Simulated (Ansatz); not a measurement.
The reference is Mg2Sn (space group Fm-3m, No. 225; a = 6.6638 Å; relaxed with 0.1 eV smearing). Axes: x, y, z lie along the cube axes.

Calculations: DFT with LDA, PAW potentials and a 420 eV plane-wave cutoff in Ansatz (a program for electronic structure), scalar-relativistic without spin-orbit coupling.

Base values:

```
Quantity    Value
--------  -------
Pressure  0.0 GPa
```

Now apply this change: tensile biaxial strain of 1.00 % in the plane normal to [001], as in epitaxy on a mismatched substrate; the out-of-plane cell vector and the atoms relax.

### Question
Estimate the effect on the out-of-plane strain, energy relative to the base and pressure.

### Answer
The out-of-plane strain is -0.72 %; the energy increases by 1.3 meV/atom; the pressure (mean of the normal stresses, compression positive) goes from zero to -0.6 GPa.

Stability against distortions was not tested.
